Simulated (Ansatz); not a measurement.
The reference is GaP in the zinc blende structure (space group F-43m, No. 216; a = 5.439 Å).

Perturbation: B takes the place of Ga on all its sites; the structure is relaxed again.

Levels (all Ansatz, a first-principles code, PAW, earlier PAW set): PBEsol (420 eV, without spin-orbit coupling); r2SCAN (500 eV, no SOC).

The geometry is relaxed with PBEsol.

| Item | Result |
|---|---|
| PBEsol gap character | indirect, Γ → Γ–X (83 % along) |
| PBEsol lowest conduction level above the VBM at special points | X 1.21 eV; U 2.02 eV; K 2.02 eV; Γ 3.38 eV |
| PBEsol hole mass | 0.25, 0.25, 0.34 mₑ (at Γ) |

With r2SCAN at the same geometry, the gap character stays indirect, Γ → Γ–X (83 % along); the lowest conduction level above the VBM at special points goes from X 1.21 eV; U 2.02 eV; K 2.02 eV; Γ 3.38 eV to X 1.48 eV; U 2.36 eV; K 2.36 eV; Γ 3.61 eV; the hole mass (degenerate bands, along [100]) goes from 0.25, 0.25, 0.34 mₑ (at Γ) to 0.24, 0.24, 0.32 mₑ (at Γ).

Single points use the geometry relaxed with PBEsol. Effective masses come from finite differences of ±0.01 Å⁻¹. Stability against distortions was not tested.
